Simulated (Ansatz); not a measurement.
Base system: KTaO3 in the cubic perovskite structure (space group Pm-3m, No. 221; a = 4.023 Å).

One thing is altered: a hydrostatic pressure of 18 GPa.

Levels (all Ansatz, a program for electronic structure, PAW, earlier PAW set): PBE (420 eV, spin-orbit coupling left out); PBE+SOC (420 eV, noncollinear with spin-orbit coupling).

The geometry is relaxed with PBE.

| Quantity | Value |
|---|---|
| PBE smallest direct gap | 2.94 eV |
| PBE gap character | indirect, R → Γ |
| PBE pressure | 18.00 GPa |

Q: What does PBE+SOC give at this geometry for the smallest direct gap, gap character, pressure and hole mass?

A: The smallest direct gap decreases by 0.21 eV, from 2.94 eV to 2.73 eV; the gap character is still indirect, R → Γ; the pressure falls by 0.22 GPa, from 18.00 GPa to 17.78 GPa; the hole mass (degenerate bands, along [100]) is 0.98, 2.6 mₑ (at R).

Single points use the geometry relaxed with PBE. Differences between runs with and without spin-orbit coupling are approximate. Spin-orbit coupling, missing from the scalar runs, can matter with Ta. Load acts through the strain it causes; cell and atoms are relaxed under it. Effective masses come from finite differences of ±0.01 Å⁻¹. Stability against distortions was not tested. No other phases were tried under pressure.
